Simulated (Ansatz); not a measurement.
System: CsCl-type NiAl. Method: LDA (Ansatz, an electronic-structure program, plane waves, PAW).

Numerical settings: plane-wave cutoff 520 eV, 20×20×20 k mesh, Fermi–Dirac smearing 0.05 eV, no spin polarisation, scalar-relativistic PAW data made under PBE.

Computed points:

| V (Å³/atom) | E − E_lowest (meV/atom) |
|---|---|
| 10.680 | 26.48 |
| 10.908 | 11.34 |
| 11.135 | 2.73 |
| 11.362 | 0.00 |
| 11.589 | 2.55 |
| 11.817 | 9.83 |
| 12.044 | 21.38 |

Estimate the bulk modulus and its pressure derivative from these points.

V0 = 11.362 Å³/atom, B0 = 186 GPa, B′ = 4.3 (fit to the energies at full precision).

Measured, for comparison: bulk modulus 156 GPa (room temperature, not corrected to a static lattice; as tabulated in Yamada et al. (2019), arXiv:1910.09660); equilibrium volume per atom 11.97 Å³/atom (extrapolated to 0 K, zero-point anharmonic expansion removed (Haas, Tran, Blaha 2009); as tabulated in Levämäki et al. (2014), arXiv:1402.3671). Computed (rounded) less measured: bulk modulus +19 %, equilibrium volume per atom -5.1 %.

The computed numbers hold no vibrational or temperature effects.
